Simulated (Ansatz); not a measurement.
Consider B-vacancy pair (B on one host Si site, one Si site vacant) in silicon, charge state +1. Method: PBE, PAW (plane waves to 420 eV; Ansatz, an electronic-structure program).

Cell of 216 host sites held at the relaxed PBE lattice; one k-point at (0.250, 0.250, 0.250); Fermi-Dirac width 0.01 eV, spin-restricted; finite-size errors left in. Energies are static. The charge state is imposed; whether it is stable for some Fermi level was not computed. Forms of the defect that were not tried may lie lower.

Barriers: single points on a 2×2×2 k-point mesh shifted by half a step at the bands' geometries (they differ from the bands' own by up to 0.09 eV, and are uncertain by about as much).

Relaxed starting cell (atoms counted from 1):

```yaml
crystal:
  lattice:
    - [16.41000, 0.00000, 0.00000]
    - [0.00000, 16.41000, 0.00000]
    - [0.00000, 0.00000, 16.41000]
  atoms:
    - { symbol: B, position: [0.99837, 0.99848, 0.16468] }
    - { symbol: Si, position: [0.00161, 0.00224, 0.49742] }
    - { symbol: Si, position: [0.00004, 0.00009, 0.83369] }
    - { symbol: Si, position: [0.00164, 0.33123, 0.16836] }
    - { symbol: Si, position: [0.99716, 0.33345, 0.49973] }
    - { symbol: Si, position: [0.99979, 0.33244, 0.83419] }
    - { symbol: Si, position: [0.00005, 0.66746, 0.16632] }
    - { symbol: Si, position: [0.99979, 0.66797, 0.49864] }
    - { symbol: Si, position: [0.00040, 0.66782, 0.83402] }
    - { symbol: Si, position: [0.33333, 0.99999, 0.16621] }
    - { symbol: Si, position: [0.33183, 0.00024, 0.49848] }
    - { symbol: Si, position: [0.33269, 0.99999, 0.83369] }
    - { symbol: Si, position: [0.33182, 0.33225, 0.16647] }
    - { symbol: Si, position: [0.33261, 0.33291, 0.49912] }
    - { symbol: Si, position: [0.33325, 0.33334, 0.83295] }
    - { symbol: Si, position: [0.33268, 0.66746, 0.16621] }
    - { symbol: Si, position: [0.33324, 0.66674, 0.49956] }
    - { symbol: Si, position: [0.33330, 0.66679, 0.83301] }
    - { symbol: Si, position: [0.66766, 0.99996, 0.16620] }
    - { symbol: Si, position: [0.66824, 0.00049, 0.49814] }
    - { symbol: Si, position: [0.66784, 0.00053, 0.83400] }
    - { symbol: Si, position: [0.66820, 0.33194, 0.16671] }
    - { symbol: Si, position: [0.66604, 0.33402, 0.50025] }
    - { symbol: Si, position: [0.66644, 0.33343, 0.83365] }
    - { symbol: Si, position: [0.66784, 0.66780, 0.16675] }
    - { symbol: Si, position: [0.66646, 0.66742, 0.49966] }
    - { symbol: Si, position: [0.66684, 0.66697, 0.83318] }
    - { symbol: Si, position: [0.08288, 0.24919, 0.08182] }
    - { symbol: Si, position: [0.07767, 0.24935, 0.41582] }
    - { symbol: Si, position: [0.08321, 0.24995, 0.75019] }
    - { symbol: Si, position: [0.08324, 0.58382, 0.08329] }
    - { symbol: Si, position: [0.08321, 0.58397, 0.41617] }
    - { symbol: Si, position: [0.08321, 0.58382, 0.75003] }
    - { symbol: Si, position: [0.07574, 0.92511, 0.09133] }
    - { symbol: Si, position: [0.08285, 0.91566, 0.41541] }
    - { symbol: Si, position: [0.08324, 0.91703, 0.75006] }
    - { symbol: Si, position: [0.41646, 0.24982, 0.08341] }
    - { symbol: Si, position: [0.41645, 0.24985, 0.41606] }
    - { symbol: Si, position: [0.41610, 0.24993, 0.74925] }
    - { symbol: Si, position: [0.41651, 0.58361, 0.08308] }
    - { symbol: Si, position: [0.41609, 0.58303, 0.41615] }
    - { symbol: Si, position: [0.41661, 0.58346, 0.74969] }
    - { symbol: Si, position: [0.41701, 0.91666, 0.08288] }
    - { symbol: Si, position: [0.41647, 0.91718, 0.41605] }
    - { symbol: Si, position: [0.41652, 0.91687, 0.74982] }
    - { symbol: Si, position: [0.75382, 0.24834, 0.08531] }
    - { symbol: Si, position: [0.74903, 0.25071, 0.41696] }
    - { symbol: Si, position: [0.74987, 0.25009, 0.75051] }
    - { symbol: Si, position: [0.75031, 0.58365, 0.08326] }
    - { symbol: Si, position: [0.74988, 0.58427, 0.41632] }
    - { symbol: Si, position: [0.75009, 0.58368, 0.74988] }
    - { symbol: Si, position: [0.75113, 0.91673, 0.08296] }
    - { symbol: Si, position: [0.75392, 0.91918, 0.41451] }
    - { symbol: Si, position: [0.75032, 0.91704, 0.74986] }
    - { symbol: Si, position: [0.99915, 0.16312, 0.00228] }
    - { symbol: Si, position: [0.99980, 0.16687, 0.66678] }
    - { symbol: Si, position: [0.00052, 0.49942, 0.00062] }
    - { symbol: Si, position: [0.99979, 0.50056, 0.33309] }
    - { symbol: Si, position: [0.99941, 0.50020, 0.66640] }
    - { symbol: Si, position: [0.00028, 0.83630, 0.00253] }
    - { symbol: Si, position: [0.99916, 0.83608, 0.32934] }
    - { symbol: Si, position: [0.00052, 0.83443, 0.66561] }
    - { symbol: Si, position: [0.33341, 0.16696, 0.99954] }
    - { symbol: Si, position: [0.33323, 0.16631, 0.33254] }
    - { symbol: Si, position: [0.33221, 0.16643, 0.66528] }
    - { symbol: Si, position: [0.33330, 0.49999, 0.99974] }
    - { symbol: Si, position: [0.33219, 0.49905, 0.33267] }
    - { symbol: Si, position: [0.33307, 0.50003, 0.66625] }
    - { symbol: Si, position: [0.33310, 0.83351, 0.99973] }
    - { symbol: Si, position: [0.33342, 0.83332, 0.33318] }
    - { symbol: Si, position: [0.33331, 0.83352, 0.66621] }
    - { symbol: Si, position: [0.66833, 0.16645, 0.00107] }
    - { symbol: Si, position: [0.66710, 0.16673, 0.33294] }
    - { symbol: Si, position: [0.66709, 0.16730, 0.66604] }
    - { symbol: Si, position: [0.66691, 0.50003, 0.00017] }
    - { symbol: Si, position: [0.66706, 0.49986, 0.33351] }
    - { symbol: Si, position: [0.66638, 0.50044, 0.66665] }
    - { symbol: Si, position: [0.66715, 0.83368, 0.99989] }
    - { symbol: Si, position: [0.66838, 0.83489, 0.33269] }
    - { symbol: Si, position: [0.66691, 0.83395, 0.66625] }
    - { symbol: Si, position: [0.08391, 0.06073, 0.22695] }
    - { symbol: Si, position: [0.08321, 0.08315, 0.58391] }
    - { symbol: Si, position: [0.08358, 0.08351, 0.91683] }
    - { symbol: Si, position: [0.08317, 0.41760, 0.24944] }
    - { symbol: Si, position: [0.08344, 0.41670, 0.58292] }
    - { symbol: Si, position: [0.08329, 0.41654, 0.91651] }
    - { symbol: Si, position: [0.08358, 0.75062, 0.24974] }
    - { symbol: Si, position: [0.08328, 0.75030, 0.58274] }
    - { symbol: Si, position: [0.08321, 0.75203, 0.91827] }
    - { symbol: Si, position: [0.41686, 0.08321, 0.24944] }
    - { symbol: Si, position: [0.41590, 0.08340, 0.58216] }
    - { symbol: Si, position: [0.41691, 0.08308, 0.91640] }
    - { symbol: Si, position: [0.41589, 0.41595, 0.24963] }
    - { symbol: Si, position: [0.41617, 0.41666, 0.58288] }
    - { symbol: Si, position: [0.41676, 0.41666, 0.91647] }
    - { symbol: Si, position: [0.41690, 0.75017, 0.24930] }
    - { symbol: Si, position: [0.41677, 0.75024, 0.58288] }
    - { symbol: Si, position: [0.41669, 0.75020, 0.91642] }
    - { symbol: Si, position: [0.75094, 0.08363, 0.24988] }
    - { symbol: Si, position: [0.75066, 0.08316, 0.58257] }
    - { symbol: Si, position: [0.75203, 0.08318, 0.91843] }
    - { symbol: Si, position: [0.75060, 0.41640, 0.24936] }
    - { symbol: Si, position: [0.74969, 0.41721, 0.58344] }
    - { symbol: Si, position: [0.75023, 0.41655, 0.91703] }
    - { symbol: Si, position: [0.75204, 0.75222, 0.24940] }
    - { symbol: Si, position: [0.75023, 0.75082, 0.58276] }
    - { symbol: Si, position: [0.75019, 0.75026, 0.91647] }
    - { symbol: Si, position: [0.16365, 0.99902, 0.00189] }
    - { symbol: Si, position: [0.16374, 0.99938, 0.33071] }
    - { symbol: Si, position: [0.16697, 0.99979, 0.66673] }
    - { symbol: Si, position: [0.16668, 0.33333, 0.99963] }
    - { symbol: Si, position: [0.16327, 0.33066, 0.33145] }
    - { symbol: Si, position: [0.16601, 0.33297, 0.66612] }
    - { symbol: Si, position: [0.16657, 0.66700, 0.99965] }
    - { symbol: Si, position: [0.16662, 0.66695, 0.33277] }
    - { symbol: Si, position: [0.16644, 0.66676, 0.66621] }
    - { symbol: Si, position: [0.50053, 0.00017, 0.99976] }
    - { symbol: Si, position: [0.50025, 0.00009, 0.33281] }
    - { symbol: Si, position: [0.50000, 0.00035, 0.66592] }
    - { symbol: Si, position: [0.50002, 0.33321, 0.00011] }
    - { symbol: Si, position: [0.49987, 0.33327, 0.33286] }
    - { symbol: Si, position: [0.49958, 0.33344, 0.66640] }
    - { symbol: Si, position: [0.50013, 0.66683, 0.99986] }
    - { symbol: Si, position: [0.50025, 0.66678, 0.33320] }
    - { symbol: Si, position: [0.49995, 0.66697, 0.66639] }
    - { symbol: Si, position: [0.83638, 0.00095, 0.00285] }
    - { symbol: Si, position: [0.84000, 0.00227, 0.32834] }
    - { symbol: Si, position: [0.83392, 0.00064, 0.66629] }
    - { symbol: Si, position: [0.83398, 0.33248, 0.00033] }
    - { symbol: Si, position: [0.83413, 0.33283, 0.33463] }
    - { symbol: Si, position: [0.83251, 0.33410, 0.66745] }
    - { symbol: Si, position: [0.83370, 0.66720, 0.00014] }
    - { symbol: Si, position: [0.83335, 0.66742, 0.33287] }
    - { symbol: Si, position: [0.83349, 0.66733, 0.66638] }
    - { symbol: Si, position: [0.24801, 0.24744, 0.24956] }
    - { symbol: Si, position: [0.24811, 0.25009, 0.58135] }
    - { symbol: Si, position: [0.24998, 0.25004, 0.91628] }
    - { symbol: Si, position: [0.24995, 0.58360, 0.24968] }
    - { symbol: Si, position: [0.24984, 0.58330, 0.58287] }
    - { symbol: Si, position: [0.24988, 0.58346, 0.91638] }
    - { symbol: Si, position: [0.24989, 0.91571, 0.24822] }
    - { symbol: Si, position: [0.24979, 0.91681, 0.58278] }
    - { symbol: Si, position: [0.24863, 0.91686, 0.91763] }
    - { symbol: Si, position: [0.58351, 0.24987, 0.24985] }
    - { symbol: Si, position: [0.58293, 0.25017, 0.58314] }
    - { symbol: Si, position: [0.58402, 0.24979, 0.91749] }
    - { symbol: Si, position: [0.58403, 0.58361, 0.24945] }
    - { symbol: Si, position: [0.58315, 0.58373, 0.58300] }
    - { symbol: Si, position: [0.58346, 0.58346, 0.91652] }
    - { symbol: Si, position: [0.58403, 0.91715, 0.24959] }
    - { symbol: Si, position: [0.58406, 0.91719, 0.58229] }
    - { symbol: Si, position: [0.58382, 0.91678, 0.91639] }
    - { symbol: Si, position: [0.91867, 0.24905, 0.25382] }
    - { symbol: Si, position: [0.91574, 0.25062, 0.58468] }
    - { symbol: Si, position: [0.91714, 0.24813, 0.91811] }
    - { symbol: Si, position: [0.91689, 0.58412, 0.24975] }
    - { symbol: Si, position: [0.91673, 0.58439, 0.58274] }
    - { symbol: Si, position: [0.91661, 0.58347, 0.91714] }
    - { symbol: Si, position: [0.92684, 0.92536, 0.23983] }
    - { symbol: Si, position: [0.91640, 0.91817, 0.58171] }
    - { symbol: Si, position: [0.91669, 0.91709, 0.91734] }
    - { symbol: Si, position: [0.16373, 0.16451, 0.16560] }
    - { symbol: Si, position: [0.16334, 0.16517, 0.49701] }
    - { symbol: Si, position: [0.16662, 0.16655, 0.83317] }
    - { symbol: Si, position: [0.16694, 0.50045, 0.16605] }
    - { symbol: Si, position: [0.16601, 0.49988, 0.49918] }
    - { symbol: Si, position: [0.16644, 0.50002, 0.83297] }
    - { symbol: Si, position: [0.16365, 0.83568, 0.16525] }
    - { symbol: Si, position: [0.16666, 0.83344, 0.49954] }
    - { symbol: Si, position: [0.16657, 0.83340, 0.83324] }
    - { symbol: Si, position: [0.50025, 0.16659, 0.16631] }
    - { symbol: Si, position: [0.49988, 0.16664, 0.49947] }
    - { symbol: Si, position: [0.50025, 0.16698, 0.83298] }
    - { symbol: Si, position: [0.49998, 0.49972, 0.16658] }
    - { symbol: Si, position: [0.49958, 0.50019, 0.49966] }
    - { symbol: Si, position: [0.49995, 0.50016, 0.83319] }
    - { symbol: Si, position: [0.50053, 0.83353, 0.16639] }
    - { symbol: Si, position: [0.50003, 0.83388, 0.49943] }
    - { symbol: Si, position: [0.50013, 0.83365, 0.83305] }
    - { symbol: Si, position: [0.83984, 0.16207, 0.16832] }
    - { symbol: Si, position: [0.83424, 0.16840, 0.49900] }
    - { symbol: Si, position: [0.83335, 0.16664, 0.83364] }
    - { symbol: Si, position: [0.83392, 0.50008, 0.16685] }
    - { symbol: Si, position: [0.83255, 0.50117, 0.50030] }
    - { symbol: Si, position: [0.83349, 0.50019, 0.83354] }
    - { symbol: Si, position: [0.83638, 0.83666, 0.16719] }
    - { symbol: Si, position: [0.83398, 0.83413, 0.49869] }
    - { symbol: Si, position: [0.83370, 0.83391, 0.83341] }
    - { symbol: Si, position: [0.24989, 0.08199, 0.08193] }
    - { symbol: Si, position: [0.24802, 0.08332, 0.41367] }
    - { symbol: Si, position: [0.24997, 0.08345, 0.74984] }
    - { symbol: Si, position: [0.24978, 0.41656, 0.08304] }
    - { symbol: Si, position: [0.24806, 0.41507, 0.41629] }
    - { symbol: Si, position: [0.24984, 0.41666, 0.74953] }
    - { symbol: Si, position: [0.24863, 0.75141, 0.08308] }
    - { symbol: Si, position: [0.24997, 0.75007, 0.41626] }
    - { symbol: Si, position: [0.24988, 0.75015, 0.74967] }
    - { symbol: Si, position: [0.58402, 0.08336, 0.08339] }
    - { symbol: Si, position: [0.58352, 0.08363, 0.41609] }
    - { symbol: Si, position: [0.58405, 0.08324, 0.74980] }
    - { symbol: Si, position: [0.58404, 0.41609, 0.08340] }
    - { symbol: Si, position: [0.58293, 0.41692, 0.41639] }
    - { symbol: Si, position: [0.58315, 0.41678, 0.74994] }
    - { symbol: Si, position: [0.58382, 0.75018, 0.08299] }
    - { symbol: Si, position: [0.58405, 0.75128, 0.41601] }
    - { symbol: Si, position: [0.58346, 0.75031, 0.74968] }
    - { symbol: Si, position: [0.92683, 0.07359, 0.09153] }
    - { symbol: Si, position: [0.91916, 0.08811, 0.41504] }
    - { symbol: Si, position: [0.91690, 0.08353, 0.75034] }
    - { symbol: Si, position: [0.91638, 0.41552, 0.08434] }
    - { symbol: Si, position: [0.91579, 0.41839, 0.41680] }
    - { symbol: Si, position: [0.91674, 0.41654, 0.75061] }
    - { symbol: Si, position: [0.91669, 0.75113, 0.08333] }
    - { symbol: Si, position: [0.91713, 0.75191, 0.41434] }
    - { symbol: Si, position: [0.91661, 0.75093, 0.74966] }
```
Cell charge +1.

End state 1 differs by these moves (Å; atoms that move under 0.08 Å are left out):

```json
[
 {"atom": "5", "element": "Si", "Δx": "0.11", "Δy": "-0.02", "Δz": "-0.02"},
 {"atom": "29", "element": "Si", "Δx": "-1.42", "Δy": "-1.58", "Δz": "-1.58"},
 {"atom": "81", "element": "Si", "Δx": "-0.13", "Δy": "0.16", "Δz": "0.17"},
 {"atom": "112", "element": "Si", "Δx": "0.02", "Δy": "0.01", "Δz": "0.09"},
 {"atom": "153", "element": "Si", "Δx": "-0.04", "Δy": "0.05", "Δz": "-0.08"},
 {"atom": "154", "element": "Si", "Δx": "0.06", "Δy": "-0.03", "Δz": "-0.06"},
 {"atom": "163", "element": "Si", "Δx": "0.02", "Δy": "0.09", "Δz": "0.01"},
 {"atom": "208", "element": "Si", "Δx": "-0.05", "Δy": "-0.09", "Δz": "0.05"},
 {"atom": "211", "element": "Si", "Δx": "0.06", "Δy": "-0.06", "Δz": "-0.03"}
]
```

Task: Predict the forward and backward barriers to end state 1 from PBE, PAW.

Result: forward 0.78 eV, backward 0.51 eV; at the saddle point atom 29 has neighbours 2 Si at 2.53, Si at 2.86, Si at 2.96, Si at 3.11, Si at 3.14 Å. The saddle point's order was not checked, and it lies on a symmetry element of the cell, where a band can be held.

End state 2 differs by these moves (Å; atoms that move under 0.08 Å are left out):

```
atom  element     Δx     Δy     Δz
----  -------  -----  -----  -----
29         Si   0.07  -0.03   0.00
47         Si   0.06  -0.05  -0.02
81         Si  -0.18   0.17   0.21
127        Si  -0.12  -0.14  -0.08
153        Si  -0.06  -0.01  -0.06
180        Si  -0.04   0.02  -0.07
181        Si   0.04  -0.09  -0.02
208        Si   1.39   1.26  -1.45
```

Task: Give the forward and backward barriers to end state 2 at the level PBE, PAW.

Result: forward 0.54 eV, backward 0.40 eV; at the saddle point atom 208 has neighbours Si at 2.57, Si at 2.66, Si at 2.67, Si at 2.87, Si at 3.11, Si at 3.17 Å. The saddle point's order was not checked.
